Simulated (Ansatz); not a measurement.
Structures of equal composition on the (111)A surface of 3C silicon carbide (Si plane on top): (√3x√3)R30° C adatom at H3; (√3x√3)R30° C adatom at T4. The slabs share one bottom face, and each structure is named by its start. These are constructed structures in small cells; real faces may alloy, dewet or reconstruct in larger ones, and not all known structures of the face are among them. Slabs of about 10 Å with all that they carry, Fermi-Dirac smearing of 0.025 eV. Bottom of the slabs: H caps. Relaxed from the named starts with such symmetry as they have, on meshes of like density; energies extrapolated to zero smearing; no spin-orbit coupling, no U. Spin-polarised runs, if any, are marked in brackets, and their order is one that fits the cell; the others ran without spin. Where a second, spin-polarised start was run, the lower counts.

Host crystal: 3C silicon carbide, with a band gap (PBE, scalar-relativistic without spin-orbit coupling).

These are PBE (plane waves to 420 eV, PAW; Ansatz, a quantum-chemistry and plane-wave program) values and carry that method's errors.

**Question.** Put the candidates in order of energy per 1x1 cell, lowest first, for PBE.

**Answer.** (√3x√3)R30° C adatom at T4 (0.000 eV [spin start, no net moment], no gap over 0.04 eV on the mesh), (√3x√3)R30° C adatom at H3 (0.052 eV [spin, 1.0 μB a cell], gap 0.52 eV on the mesh)
